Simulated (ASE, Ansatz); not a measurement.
A thermal frame of composition K2Na, cell K32Na16, first heated far above this temperature, then brought to it [in the CHGNet run: it was liquid; mean temperature 336 K (target 330 K); density 0.84 g/cm³, volume +3 % from the start cell's], from MD with the machine-learned potential CHGNet 0.3.0 in ASE at 330 K. The numbers are results of PBE (plane waves, PAW; Ansatz, a first-principles code), not measurements.

```json
{
  "plane_wave_cutoff": "420 eV",
  "k-points": "one point, (1/4, 1/4, 1/4)",
  "Fermi-Dirac width": "0.086 eV",
  "spin": "not polarised; no spin-orbit coupling"
}
```

A check of the k-sampling: on the last frame of the same run a denser mesh moved the PBE forces by 0.007 eV/Å rms, the static pressure by -0.01 GPa and the free energy by -3 meV/atom.

```yaml
crystal:
  lattice:
    - [14.76191, 0.00000, 0.00000]
    - [0.00000, 14.76191, 0.00000]
    - [0.00000, 0.00000, 14.76191]
  atoms:
    - { symbol: Na, position: [0.61271, 0.83606, 0.55627] }
    - { symbol: Na, position: [0.44508, 0.94603, 0.10718] }
    - { symbol: Na, position: [0.94997, 0.75377, 0.15801] }
    - { symbol: Na, position: [0.97841, 0.41316, 0.79452] }
    - { symbol: Na, position: [0.73039, 0.30806, 0.77911] }
    - { symbol: Na, position: [0.01792, 0.06867, 0.06240] }
    - { symbol: Na, position: [0.63103, 0.04557, 0.14943] }
    - { symbol: Na, position: [0.64077, 0.03661, 0.43157] }
    - { symbol: Na, position: [0.77716, 0.00642, 0.00368] }
    - { symbol: Na, position: [0.24579, 0.34932, 0.34478] }
    - { symbol: Na, position: [0.93537, 0.12895, 0.82524] }
    - { symbol: Na, position: [0.07985, 0.17376, 0.31453] }
    - { symbol: Na, position: [0.67292, 0.99043, 0.72041] }
    - { symbol: Na, position: [0.67648, 0.25752, 0.32101] }
    - { symbol: Na, position: [0.41732, 0.85203, 0.41967] }
    - { symbol: Na, position: [0.99265, 0.64334, 0.42129] }
    - { symbol: K, position: [0.49728, 0.64078, 0.61760] }
    - { symbol: K, position: [0.25732, 0.30651, 0.75566] }
    - { symbol: K, position: [0.19319, 0.82444, 0.03320] }
    - { symbol: K, position: [0.25511, 0.14640, 0.03749] }
    - { symbol: K, position: [0.77914, 0.25807, 0.05590] }
    - { symbol: K, position: [0.49710, 0.68624, 0.13697] }
    - { symbol: K, position: [0.07200, 0.42887, 0.52666] }
    - { symbol: K, position: [0.86311, 0.06048, 0.27179] }
    - { symbol: K, position: [0.32605, 0.60161, 0.33229] }
    - { symbol: K, position: [0.57576, 0.31631, 0.55049] }
    - { symbol: K, position: [0.65594, 0.77325, 0.90504] }
    - { symbol: K, position: [0.92991, 0.91286, 0.55202] }
    - { symbol: K, position: [0.13884, 0.92787, 0.28888] }
    - { symbol: K, position: [0.63372, 0.55625, 0.37266] }
    - { symbol: K, position: [0.41787, 0.12148, 0.31540] }
    - { symbol: K, position: [0.82448, 0.56111, 0.64373] }
    - { symbol: K, position: [0.40958, 0.86618, 0.79605] }
    - { symbol: K, position: [0.97636, 0.80718, 0.84705] }
    - { symbol: K, position: [0.68582, 0.81628, 0.25825] }
    - { symbol: K, position: [0.79724, 0.52053, 0.96206] }
    - { symbol: K, position: [0.16563, 0.04684, 0.77045] }
    - { symbol: K, position: [0.15662, 0.53476, 0.10419] }
    - { symbol: K, position: [0.43549, 0.05397, 0.61163] }
    - { symbol: K, position: [0.17225, 0.14857, 0.52553] }
    - { symbol: K, position: [0.86275, 0.19815, 0.51029] }
    - { symbol: K, position: [0.05438, 0.32880, 0.04426] }
    - { symbol: K, position: [0.91080, 0.38500, 0.30024] }
    - { symbol: K, position: [0.50733, 0.45156, 0.86501] }
    - { symbol: K, position: [0.24261, 0.55956, 0.80233] }
    - { symbol: K, position: [0.16842, 0.78320, 0.58549] }
    - { symbol: K, position: [0.46559, 0.38891, 0.18155] }
    - { symbol: K, position: [0.51654, 0.15090, 0.91234] }
```

**Question.** Give the forces on all atoms (eV/Å), the static pressure (no kinetic part).

**Answer.** 
```
atom              Fx Fy Fz
----  --------------------
Na1     0.205 0.071 -0.053
Na2   -0.172 -0.115 -0.070
Na3   -0.032 -0.008 -0.004
Na4     0.064 -0.145 0.002
Na5    0.117 -0.064 -0.003
Na6   -0.115 -0.169 -0.062
Na7     -0.111 0.231 0.233
Na8     0.043 -0.002 0.025
Na9    0.215 -0.169 -0.261
Na10   0.010 -0.059 -0.090
Na11    -0.188 0.096 0.008
Na12    0.023 0.186 -0.303
Na13     0.176 0.121 0.059
Na14  -0.080 -0.046 -0.126
Na15    0.002 0.004 -0.087
Na16   -0.077 0.165 -0.198
K17    -0.157 -0.206 0.086
K18     0.059 -0.084 0.003
K19     0.139 0.016 -0.060
K20     0.187 -0.012 0.122
K21   -0.103 -0.002 -0.023
K22   -0.170 -0.072 -0.250
K23      0.121 0.006 0.163
K24   -0.045 -0.155 -0.063
K25     -0.167 0.108 0.229
K26     -0.125 0.033 0.074
K27     0.048 0.055 -0.049
K28    -0.223 0.005 -0.034
K29     0.101 -0.150 0.098
K30     0.153 -0.057 0.011
K31    -0.085 0.019 -0.030
K32    -0.122 0.101 -0.053
K33    -0.072 -0.112 0.154
K34    -0.112 -0.019 0.024
K35      0.173 0.094 0.134
K36      0.042 0.127 0.113
K37    -0.003 -0.226 0.170
K38      0.105 0.292 0.116
K39     0.004 0.087 -0.063
K40     0.039 -0.083 0.022
K41     -0.023 0.050 0.328
K42   -0.121 -0.235 -0.134
K43    -0.013 0.203 -0.094
K44      0.076 0.062 0.059
K45     -0.128 0.295 0.042
K46     0.210 -0.066 0.001
K47    0.044 -0.114 -0.133
K48    0.086 -0.054 -0.029
```
* **static pressure (no kinetic part)**: -0.01 GPa
